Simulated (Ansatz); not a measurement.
Results of r²SCAN in Ansatz (PAW) for LuSi (Cmcm, No. 63; cell taken from a computed entry).

Run with plane-wave cutoff 500 eV, 10×10×10 k mesh, Fermi–Dirac smearing 0.05 eV, scalar-relativistic PAW data made under PBE.

Computed at the level's own relaxed cell.

Predict the equilibrium volume per atom.


* **equilibrium volume per atom**: 19.83 Å³/atom

The run finds no gap.

Note: the relaxation could not lower the start's symmetry, so the cell can be a saddle point above a distorted one.

Spin–orbit coupling is not included.

Ansatz is a quantum-chemistry and plane-wave program.
